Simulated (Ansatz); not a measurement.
For CaWO₄ (I4₁/a, No. 88), LDA (Ansatz, a first-principles code, PAW) gives:

- lattice parameter a: 5.152 Å
- c axis length: 11.013 Å
- formation enthalpy: -2.964 eV/atom

Problem. What does r²SCAN+rVV10 (Ansatz, PAW) give for the same quantities?

Solution. 
- lattice constant a: 5.217 Å (grows by 1.3 %)
- lattice parameter c: 11.261 Å (goes up by 2.3 %)
- formation enthalpy: -2.913 eV/atom (moves by +0.051 eV/atom)

Changes are worked out from the printed values.

Unless a cell is named, each level is at its own relaxed cell (LDA 12.18, r²SCAN+rVV10 12.77 Å³/atom).

Levels without +SOC leave out spin–orbit coupling, which shifts energies and cells of such heavy elements.

Ansatz's density-functional and Hartree–Fock values are scalar-relativistic unless marked +SOC, with PAW data made under PBE.
